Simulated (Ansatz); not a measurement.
Ga vacancy + Si on the Ga site (V_Ga+Si_Ga) in wurtzite GaN (the name describes the start): one set of geometries, relaxed with PBE, evaluated in Ansatz (PAW, plane waves to 420 eV, 500 eV under r2SCAN) with PBE, r2SCAN.

Set-up: 96-site cell; 2×2×2 shifted k-points; start: the Ga site; Ga 3.21 Å away; charged states image-corrected; corrections pass 1 eV, so highly charged states may be off by several tenths; relaxed from one start, so a lower configuration may exist; flagged in the runs: a host whose relaxation on this sampling wasn't shown to rest.

| quantity | PBE | r2SCAN |
|---|---|---|
| host gap (eV) | 1.71 | [?] |
| ε(0/−1) above the VBM (eV) | 0.73 | [?] |
| ε(−1/−2) above the VBM (eV) | 1.44 | [?] |
| neutral formation energy against alpha gallium, silicon (eV) | 4.31 | [?] |
| largest moment on one atom at charge 0 (μB) | 0.40 | [?] |
| largest moment on one atom at charge −1 (μB) | 0.24 | [?] |

Given the lower rungs, what does r2SCAN give?


- host gap (eV), r2SCAN: 2.12
- ε(0/−1) above the VBM (eV), r2SCAN: 1.02
- ε(−1/−2) above the VBM (eV), r2SCAN: 1.58
- neutral formation energy against alpha gallium, silicon (eV), r2SCAN: 4.87
- largest moment on one atom at charge 0 (μB), r2SCAN: 0.46
- largest moment on one atom at charge −1 (μB), r2SCAN: 0.28

Ansatz is an electronic-structure program.
